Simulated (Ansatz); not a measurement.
# SnO2: stress against strain

SnO2 (rutile, P4_2/mnm, 11.858 Å³/atom at rest, c along z) under a strain ε along a (axis x), the other axes held. LDA in Ansatz, a plane-wave DFT program (PAW, default set), 420 eV, 7×7×10 Γ-centred mesh, Fermi-Dirac smearing 0.05 eV; ions are relaxed within the symmetry of each cell. Stress is positive for a compressed cell.

Here s stands for strain and y for stress xx.

| strain (%) | stress xx (GPa) |
|---|---|
| -3.00 | ? |
| -1.20 | 3.04 |
| -0.60 | 1.50 |
| 0.00 | 0.00 |
| 0.60 | -1.51 |
| 1.20 | -2.92 |

Problem. Using a straight line, estimate the missing y at s = -3.00 from the other rows, showing the fit.

Solution. Means: s 0, y 0.022. About the means, the sum of products is -8.9580 and the sum of squares of s is 3.6000; the slope is their ratio. Least squares gives y = 0.022 - 2.4883·s. Residuals (row less fit): 0.032, -0.015, -0.022, -0.039, 0.044; standard error 0.042 (degrees of freedom: 3). The slope gives the elastic constant C11 = 249 ± 2 GPa. At the withheld row, y = 0.022 - 2.4883 × (-3.0) = 7.487 GPa. The calculation gives 7.63 GPa, 0.143 GPa above the prediction (1.4 % of the range of y in the table). The row lies outside the fitted rows, so this is an extrapolation. From the scatter of the fitted rows alone, a prediction at this place has a standard error of 0.080 GPa, so the miss is 1.8 times that.

One order more doesn't follow all runs of the series either: the slope changes along it. Rows are the converged runs of the series near zero and its far end; series whose fitted rows scatter by over a few per cent of the range, as at a crossing or softening among them, aren't shown in this form. Most that stay on the fit to the last digits aren't either.
